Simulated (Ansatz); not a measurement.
We consider SnClF (Pnma, No. 62), described by r²SCAN in Ansatz (plane waves, PAW).

Settings: plane-wave cutoff 560 eV, 6×8×4 k mesh (along the axes of the cell as run), Fermi–Dirac smearing 0.01 eV, scalar-relativistic PAW data made under PBE.

Cell (relaxed at this level):

```
CELL_PARAMETERS angstrom
      6.13180     0.00000     0.00000
      0.00000     4.35319     0.00000
      0.00000     0.00000    10.50076
ATOMIC_POSITIONS crystal
  Sn 0.71119 0.25000 0.41667
  Sn 0.28881 0.75000 0.58333
  Sn 0.78881 0.75000 0.91667
  Sn 0.21119 0.25000 0.08333
  Cl 0.89393 0.25000 0.63130
  Cl 0.10607 0.75000 0.36870
  Cl 0.60607 0.75000 0.13130
  Cl 0.39393 0.25000 0.86870
  F  0.89830 0.25000 0.97702
  F  0.10170 0.75000 0.02298
  F  0.60170 0.75000 0.47702
  F  0.39830 0.25000 0.52298
```

Task: Estimate the band gap, smallest direct gap on the k points sampled and Γ–Γ gap that the calculation returns.

Result: 
band gap: 3.77 eV
smallest direct gap on the k points sampled: 3.86 eV
Γ–Γ gap: 4.45 eV

Note: the cell comes from a level without a dispersion term, which matters for the spacing of layers, chains or molecules.

Spin–orbit coupling is not included.

The result took roughly 7 core-minutes.

Ansatz is a quantum-chemistry and plane-wave program.
